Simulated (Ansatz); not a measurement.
Fluorite PtAl₂ was calculated with r²SCAN (Ansatz, a program for electronic structure, plane waves, PAW).

Settings: plane-wave cutoff 600 eV, 20×20×20 k mesh, Fermi–Dirac smearing 0.096 eV (set by the program), scalar-relativistic PAW data made under PBE.

Cell (relaxed at this level):

```
CELL_PARAMETERS angstrom
      0.00000     2.95199     2.95199
      2.95199     0.00000     2.95199
      2.95199     2.95199     0.00000
ATOMIC_POSITIONS crystal
  Al 0.25000 0.25000 0.25000
  Al 0.75000 0.75000 0.75000
  Pt 0.00000 0.00000 0.00000
```

### Question
What does this level give for the Voigt–Reuss–Hill bulk modulus, elastic constant C11, elastic constant C44, Poisson ratio, Young modulus and elastic constant C12?

### Answer

- Voigt–Reuss–Hill bulk modulus: 142 GPa
- elastic constant C11: 191 GPa
- elastic constant C44: 50.2 GPa
- Poisson ratio: 0.358
- Young modulus: 121 GPa
- elastic constant C12: 117 GPa

Elastic constants are with the ions relaxed.

Spin–orbit coupling is not included.

Static lattice: no zero-point or thermal effects.

It cost roughly 28 core-minutes of CPU time.
